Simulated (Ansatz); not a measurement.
The starting structures come from a database of crystals and need not be the phases stable at ambient conditions.

Where the default PAW files enter, the runs use the earlier of Ansatz's two default sets.

By PBEsol, the system below comes out a metal.

Without scattering a metal conducts by its projected Fermi surface.

Here is the system:

```yaml
crystal:
  lattice:
    - [3.18244, 0.00000, 0.00000]
    - [0.00000, 3.18244, 0.00000]
    - [1.59122, -1.59122, 1.59122]
  atoms:
    - { symbol: Al, position: [0.00000, 0.00000, 0.00000] }
```

Space group of this cell: Im-3m, bcc (W type). The cell is taken as given; by PBEsol its mean pressure is 2.1 GPa.

The current flows along the normal of the first two printed cell vectors, the (001) plane of the conventional cell. No spin-orbit coupling; the value is a mean over 0.1 eV about the Fermi level.

**Question.** Give the ballistic conductance per area that PBEsol run with Ansatz (a first-principles code) yields.

**Answer.** 1.7 × 10¹⁵ S/m² for both spins.
